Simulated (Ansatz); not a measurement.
BN: pressure series

Consider BN in the zinc blende structure (space group F-43m, No. 216; a = 3.625 Å).

Cell and atoms are relaxed at each pressure.

Levels (all Ansatz, an electronic-structure program, PAW): PBE (420 eV, no spin-orbit coupling); r2SCAN (500 eV, scalar-relativistic without spin-orbit coupling); HSE06 (420 eV, no spin-orbit coupling); PBE+SOC (420 eV, with spin-orbit coupling).

Band gaps by level, all at the geometries relaxed with PBE:

| case | PBE | r2SCAN | HSE06 | PBE+SOC |
|---|---|---|---|---|
| base | 4.46 eV | 4.99 eV | 5.78 eV | 4.46 eV |
| pressure −2 GPa | 4.46 eV | 4.98 eV | 5.77 eV | 4.45 eV |
| pressure −1 GPa | 4.46 eV | 4.98 eV | 5.77 eV | 4.45 eV |
| pressure 0.3 GPa | 4.46 eV | 4.99 eV | 5.78 eV | 4.46 eV |
| pressure 1.5 GPa | 4.47 eV | 4.99 eV | 5.78 eV | 4.46 eV |
| pressure 5 GPa | 4.48 eV | 5.00 eV | 5.80 eV | 4.47 eV |
| pressure 7.5 GPa | 4.48 eV | 5.01 eV | 5.80 eV | 4.48 eV |
| pressure 10 GPa | 4.49 eV | 5.02 eV | 5.81 eV | 4.48 eV |

Single points use the geometry relaxed with PBE. HSE06 gaps are upper bounds (no full band path). Differences between runs with and without spin-orbit coupling are approximate. Load acts through the strain it causes; cell and atoms are relaxed under it. Stability against distortions was not tested. Competing high-pressure phases were not computed.
